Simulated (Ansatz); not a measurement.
# Effect of biaxial strain −1.20 %, plane normal [001], relaxed out of plane on MgTe

Base system: MgTe in the wurtzite structure (space group P6_3mc, No. 186; a = 4.509 Å, c = 7.338 Å). Axes: x lies along a and z along c of the hexagonal cell.

One thing is altered: compressive biaxial strain of 1.20 % in the plane normal to [001], as in epitaxy on a mismatched substrate; the out-of-plane cell vector and the atoms relax.

Level of theory: Ansatz (a first-principles code), LDA, PAW, cutoff 420 eV, without spin-orbit coupling. k-mesh 9×9×5 (Γ-centred); smearing 0.05 eV (Fermi–Dirac).

The volume per atom falls by 0.42 Å³ to 31.88 Å³ and the space group remains P6_3mc (No. 186). The pressure (mean of the normal stresses, compression positive) goes from zero to 0.51 GPa and the band gap hardly moves (2.43 eV against 2.42 eV) (an upper bound: an edge found on the path is not a true extremum; the base alone). The out-of-plane strain comes out as +1.11 % and the ratio −ε⊥/ε∥ comes out as 0.93. The mean in-plane stress (compression positive) comes out as +0.8 GPa.

Final structure (turned so that z lies along the plane normal):

```
MgTe
1.0
    4.45479     0.00000     0.00000
    2.22740     3.85796     0.00000
    0.00000     0.00000     7.41935
Mg Te
2 2
Direct
  0.33333   0.33333   0.00217
  0.66667   0.66667   0.50217
  0.33333   0.33333   0.37383
  0.66667   0.66667   0.87383
```

Spin-orbit coupling, missing from the scalar runs, can matter with Te. Gaps are Kohn–Sham eigenvalue differences; semilocal functionals usually give less than the measured gap. Stability against distortions was not tested.
